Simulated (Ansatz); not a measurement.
**LiF: isotropic strain −3.00 %**

Consider LiF in the rock salt structure (space group Fm-3m, No. 225; a = 4.008 Å).

The change: every lattice vector is shortened by 3.00 %; the atoms relax in the strained cell.

Method: PBEsol in Ansatz (plane waves to 420 eV, PAW, no spin-orbit coupling). Settings: 14×14×14 k-points, 0.05 eV Fermi–Dirac smearing.

```tsv
quantity	base	changed	shift
volume per atom	8.05 Å³	7.34 Å³	-0.703 Å³
shortest interatomic distance	2.004 Å	1.944 Å	-0.060 Å
energy relative to the base (free energy F)	0 meV/atom	+16 meV/atom	+16 meV/atom
pressure	-0.01 GPa	7.97 GPa	+7.98 GPa
band gap	9.05 eV	9.92 eV	+0.87 eV
gap character	direct at Γ	direct at Γ	–
mean gap deformation potential ΔEg/Δln V	–	-9.5 eV	–
width of the top valence band	1.04 eV	1.19 eV	+0.15 eV
electron mass	0.88 mₑ (at Γ)	0.95 mₑ (at Γ)	–
valley order (the lowest conduction-band minima on the path, energy above the VBM, named in the base's zone)	Γ 9.05 eV; L along ⟨111⟩ 10.67 eV	Γ 9.92 eV; L along ⟨111⟩ 11.14 eV	–
```

Final structure:

```
LiF
1.0
    0.00000     1.94381     1.94381
    1.94381     0.00000     1.94381
    1.94381     1.94381     0.00000
Li F
1 1
Direct
  0.00000   0.00000   0.00000
  0.50000   0.50000   0.50000
```

Effective masses come from finite differences of ±0.01 Å⁻¹. Stability against distortions was not tested.

Ansatz is a first-principles code.
